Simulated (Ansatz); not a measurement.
Ge: pressure series

Take Ge in the diamond structure (space group Fd-3m, No. 227; a = 5.676 Å) as the base.

Cell and atoms are relaxed at each pressure.

All numbers come from PBEsol (Ansatz, an electronic-structure program), no SOC, earlier PAW set.

| change | shortest interatomic distance | density |
|---|---|---|
| base | 2.458 Å | 5.28 g/cm³ |
| pressure −2 GPa | 2.484 Å | 5.11 g/cm³ |
| pressure −1 GPa | 2.470 Å | 5.20 g/cm³ |
| pressure 1.8 GPa | 2.437 Å | 5.41 g/cm³ |
| pressure 4.2 GPa | 2.413 Å | 5.58 g/cm³ |
| pressure 9 GPa | 2.374 Å | 5.86 g/cm³ |
| pressure 18 GPa | 2.318 Å | 6.29 g/cm³ |
| pressure 30 GPa | 2.262 Å | 6.77 g/cm³ |
| pressure 45 GPa | 2.210 Å | 7.26 g/cm³ |
| pressure 60 GPa | 2.169 Å | 7.68 g/cm³ |

Load acts through the strain it causes; cell and atoms are relaxed under it. No phonon test of stability was made. Measured, Ge leaves this structure (for the β-tin structure) near 10.6 GPa (room temperature; as listed in arXiv:1906.07825).
